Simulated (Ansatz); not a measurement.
**Response to strain in ZnSe**

The parent structure is ZnSe in the zinc blende structure (space group F-43m, No. 216).

```cif
data_SeZn
_chemical_formula_sum 'Zn1 Se1'
_space_group_name_H-M_alt 'P 1'
_space_group_IT_number 1
_cell_length_a 3.93682
_cell_length_b 3.93682
_cell_length_c 3.93682
_cell_angle_alpha 60.000
_cell_angle_beta 60.000
_cell_angle_gamma 60.000
loop_
_space_group_symop_operation_xyz
  'x, y, z'
loop_
_atom_site_label
_atom_site_type_symbol
_atom_site_fract_x
_atom_site_fract_y
_atom_site_fract_z
_atom_site_occupancy
Zn1 Zn 0.00000 0.00000 0.00000 1
Se1 Se 0.25000 0.25000 0.25000 1
```

Strains are applied to the cell and any free atomic positions relax.

Calculations: Ansatz (a program for electronic structure) LDA, scalar-relativistic without spin-orbit coupling.

Notes on the quantities. energy relative to the base: free energy F.

```json
[
 {"isotropic strain (%)": "-2.5", "energy relative to the base (meV/atom)": "29.7"},
 {"isotropic strain (%)": "-2", "energy relative to the base (meV/atom)": "18.6"},
 {"isotropic strain (%)": "-1.5", "energy relative to the base (meV/atom)": "10.3"},
 {"isotropic strain (%)": "-1", "energy relative to the base (meV/atom)": "?"},
 {"isotropic strain (%)": "0", "energy relative to the base (meV/atom)": "0.0"},
 {"isotropic strain (%)": "0.5", "energy relative to the base (meV/atom)": "1.1"},
 {"isotropic strain (%)": "1.5", "energy relative to the base (meV/atom)": "9.3"},
 {"isotropic strain (%)": "2", "energy relative to the base (meV/atom)": "16.2"},
 {"isotropic strain (%)": "2.5", "energy relative to the base (meV/atom)": "24.9"}
]
```

Problem. Fit ΔE = Aε² + Bε³ (ε in %) to the rows shown and predict the withheld row.

Solution. Least squares on the printed values gives A = 4.36 and B = -0.15 meV/atom (largest residual 0.1 meV/atom); this predicts 4.5 meV/atom, and the run gives 4.5 meV/atom, in agreement.

Stability against distortions was not tested.
